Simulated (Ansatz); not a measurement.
## Converging the plane-wave cutoff: MgB2 (P6mm, 3 atoms in the cell)

```
CELL_PARAMETERS angstrom
      1.55272    -2.68940     0.00000
      1.55272     2.68940     0.00000
      0.00000     0.00000     3.53760
ATOMIC_POSITIONS crystal
  Mg 0.00000 0.00000 0.01413
  B  0.33333 0.66667 0.50000
  B  0.66667 0.33333 0.50000
```

Level of theory: PBEsol, default PAW files made with PBE (plane waves; Ansatz, a quantum-chemistry and plane-wave program).

Base settings: basis.ecutwfc = 420 eV; kpoints.mp_grid.grid = 12 12 9; hamiltonian.xc = pbesol; hamiltonian.pseudopotentials = {kind: paw} (the program's default PAW files); scf.occupations.method = fermi_dirac; scf.occupations.width = 0.1 eV.

The second cell is the first with its lattice scaled by 0.98.

The mesh stays at the base's, so the ladder's end is converged at best in this setting alone.

The first pressure column holds Ansatz's estimate of the finite-basis (Pulay) stress, which hides part of the cutoff error; the other is without it.

Only quantities that move along the ladder and can be compared are tabulated.

The count of work is k-points × plane waves × bands × iterations; it is no time. 

The starting cell has typed, rounded lattice constants, without a prior relaxation at this level. Its lattice was rescaled by up to half a per cent. One atom was moved a little off its site on purpose. In the base run, with a pressure of about -6 GPa the cell is away from its equilibrium volume at this level.

```tsv
basis.ecutwfc	free energy less the last step's (meV/atom)	energy of the compressed cell less the first (meV/atom)	pressure (GPa)	pressure without the Pulay estimate (GPa)	largest difference of a force vector from the last step's (eV/Å)	count of work / last
145 eV	7344.81	89.93	10.28	-460.70	0.178	0.060
170 eV	2735.55	49.56	2.81	-190.45	0.065	0.080
190 eV	1302.22	19.08	-0.90	-99.15	0.015	0.077
210 eV	634.98	5.60	-3.09	-53.66	0.016	0.10
230 eV	322.21	-1.43	-4.99	-31.02	0.008	0.11
250 eV	172.65	-3.72	-5.39	-19.63	0.016	0.11
295 eV	48.17	-4.56	-5.56	-9.71	0.003	0.16
335 eV	16.16	-3.89	-5.41	-7.07	0.002	0.19
380 eV	4.09	-3.84	-5.45	-6.00	0.001	0.24
420 eV	1.14	-4.07	-5.51	-5.67	0.001	0.27
460 eV	0.43	-4.14	-5.53	-5.57	0.000	0.32
505 eV	0.30	-4.15	-5.53	-5.54	0.000	0.37
565 eV	0.26	-4.16	-5.54	-5.54	0.000	0.41
630 eV	0.18	-4.17	-5.54	-5.55	0.000	0.51
735 eV	0.06	-4.18	-5.54	-5.54	0.000	0.62
840 eV	0.02	-4.18	-5.54	-5.54	0.000	0.78
1010 eV	0.00	-4.18	-5.54	-5.54	0.000	1.0
```

Coarsest basis.ecutwfc that holds the energy of the compressed cell less the first within 0.5 meV/atom of the last step, with all finer ones: 250 eV, at 0.11 of the last step's count of work; the step before is off by 2.7 meV/atom.

Coarsest basis.ecutwfc that holds the pressure within 0.05 GPa of the last step, with all finer ones: 420 eV, at 0.27 of the last step's count of work; the step before is off by 0.09 GPa.

Coarsest basis.ecutwfc that holds the free energy within 0.5 meV/atom of the last step, with all finer ones: 460 eV, at 0.32 of the last step's count of work; the step before is off by 1.1 meV/atom.

The energy difference between the two cells stays within 1 meV/atom of the last step's from 250 eV on, the total only from 460 eV on: much of the error is common to both cells and cancels.

At the lowest cutoff the pressure without the Pulay estimate lies 455 GPa under the last step's, the usual sign of Pulay stress in an incomplete plane-wave basis.

Keys are those of Ansatz 0.2.
